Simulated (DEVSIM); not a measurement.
System: Cr/La2O3/n-Si capacitor, at 300 K.

Layer 1 from the left is La2O3, thickness (nm) 14.0. Layer 2 from the left is Si, thickness (nm) 7100, Nd (cm⁻³) 6.6e15.

Metal gate on the left, work function 4.5 eV. Fixed charge at the semiconductor interface 2e12 cm⁻² (in units of +e); no interface traps.

Constants are typed, rounded textbook-type inputs, not results; the design itself was drawn at random and stands for no fabricated device. Values at 300 K.

La2O3: gap (eV) 5.8, affinity (eV) 1.8, permittivity 27. Si: gap (eV) 1.124, affinity (eV) 4.05, permittivity 11.7, Nc (cm⁻³) 2.86e19, Nv (cm⁻³) 3.1e19.

Question: Estimate by hand the flat-band voltage, the threshold voltage, and compare with a numerical solution.

Answer: 
- Flat-band voltage: C = 1.71 μF/cm², work-function difference 0.234 V; VFB = φms − qNf/C = 0.05 V; numerical 0.05 V.
- Threshold voltage: φF = 0.344 V, depletion charge √(4εqNφF) = 3.89e-8 C/cm²; VT = VFB − 2φF − Qd/C = -0.67 V; numerical -0.67 V.

Simulated with DEVSIM: 1D Poisson equation in equilibrium, Boltzmann statistics, complete ionisation; no quantum confinement or tunnelling. Metal contacts follow the ideal Schottky-Mott rule: no Fermi-level pinning, no interface dipoles.
